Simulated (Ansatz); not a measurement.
Consider Ga2O3 in the corundum structure (space group R-3c, No. 167; a = 4.985 Å, c = 13.441 Å (hexagonal axes)). Axes: x lies along a and z along c of the hexagonal cell.

The values are results of r2SCAN (Ansatz, a quantum-chemistry and plane-wave program, PAW, no spin-orbit coupling), earlier PAW set, not measurements.

For the base:

```
Property          Result
---------------  -------
Volume per atom  9.64 Å³
Band gap         3.57 eV
```

One thing is altered: uniaxial stress, 2 GPa compression along z; all other stress components relax to zero.

Question: What happens to the mean lateral Poisson ratio, volume per atom, band gap and secant Young's modulus along z?

Answer: The mean lateral Poisson ratio amounts to 0.23; the volume per atom decreases by 0.03 Å³, from 9.64 Å³ to 9.61 Å³; the band gap rises by 0.026 eV (3.57 eV → 3.59 eV); the secant Young's modulus along z comes out as 310 GPa.

Load acts through the strain it causes; cell and atoms are relaxed under it. Beyond what the load breaks, stability against distortions was not tested.
